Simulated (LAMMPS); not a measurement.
Consider Ni3Al (L1_2), 4000 atoms, at 1480 K and 0 GPa, heated as the crystal in molecular dynamics.

Model: classical MD, pair style eam/alloy, file NiAlH_jea.eam.alloy (LAMMPS).

```tsv
frequency (THz)	spectral density (1/THz), total	spectral density (1/THz), Al	spectral density (1/THz), Ni
0.09350	0.0002	0.0000	0.0001
0.4670	0.0019	0.0002	0.0016
0.8405	0.0069	0.0008	0.0060
1.215	0.0128	0.0015	0.0113
1.587	0.0223	0.0025	0.0198
1.962	0.0351	0.0037	0.0314
2.335	0.0546	0.0054	0.0493
2.708	0.0828	0.0066	0.0762
3.083	0.1184	0.0072	0.1113
3.456	0.1422	0.0082	0.1340
3.830	0.1518	0.0107	0.1411
4.204	0.1791	0.0154	0.1637
4.576	0.2005	0.0190	0.1816
4.950	0.1889	0.0169	0.1720
5.324	0.1581	0.0134	0.1447
5.697	0.1338	0.0117	0.1221
6.072	0.1171	0.0104	0.1067
6.444	0.0973	0.0090	0.0883
6.819	0.0843	0.0086	0.0757
7.192	0.0714	0.0090	0.0624
7.566	0.0571	0.0104	0.0466
7.939	0.0464	0.0127	0.0337
8.312	0.0420	0.0159	0.0261
8.686	0.0433	0.0218	0.0215
9.060	0.0485	0.0298	0.0187
9.433	0.0587	0.0405	0.0182
9.808	0.0719	0.0524	0.0195
10.18	0.0863	0.0647	0.0216
10.55	0.0922	0.0703	0.0219
10.93	0.0746	0.0562	0.0184
11.30	0.0502	0.0372	0.0130
11.68	0.0303	0.0219	0.0084
12.05	0.0196	0.0139	0.0057
12.42	0.0145	0.0102	0.0043
12.80	0.0114	0.0080	0.0034
13.17	0.0094	0.0064	0.0029
13.54	0.0083	0.0058	0.0025
13.92	0.0074	0.0052	0.0022
14.29	0.0063	0.0045	0.0018
14.66	0.0055	0.0039	0.0016
15.04	0.0049	0.0035	0.0014
15.41	0.0045	0.0032	0.0012
15.79	0.0039	0.0029	0.0010
16.16	0.0033	0.0024	0.0008
16.53	0.0028	0.0021	0.0007
16.91	0.0023	0.0017	0.0006
17.28	0.0018	0.0013	0.0005
17.65	0.0015	0.0011	0.0004
18.03	0.0012	0.0009	0.0003
18.40	0.0010	0.0007	0.0003
```

The data show:
- state found: crystal; no diffusion seen in 30 ps
- mean frequency of the velocity spectrum: 6.4 THz
